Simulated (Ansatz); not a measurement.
Take K2NaAsF6 (space group Fm-3m, No. 225; a = 8.5011 Å; a cell from a computed database, its experimental status unchecked) as the base. Axes: x, y, z lie along the cube axes.

Perturbation: uniaxial strain ε_xx = +1.61 %, all other strain components held at zero; the atoms relax in the strained cell.

All numbers come from Kohn–Sham DFT with the r2SCAN functional, run in Ansatz (an electronic-structure program) with PAW and 500 eV plane waves, no SOC.

Give the band edges at the high-symmetry points of the new zone, measured from its valence-band maximum.


| point | valence edge (eV) | conduction edge (eV) |
|---|---|---|
| Γ | -0.72 | 5.23 |
| X | -0.03 | 5.61 |
| P | 0.00 | 5.51 |
| N | -0.09 | 4.94 |
| M | -0.04 | 5.52 |
| S | -0.02 | 5.53 |
| S₀ | -0.02 | 5.53 |
| R | 0.00 | 5.58 |
| G | 0.00 | 5.58 |

The gap is 4.94 eV, indirect, P → N.

Whether these cells are dynamically stable was not tested. k-point labels follow each cell's own Brillouin zone.
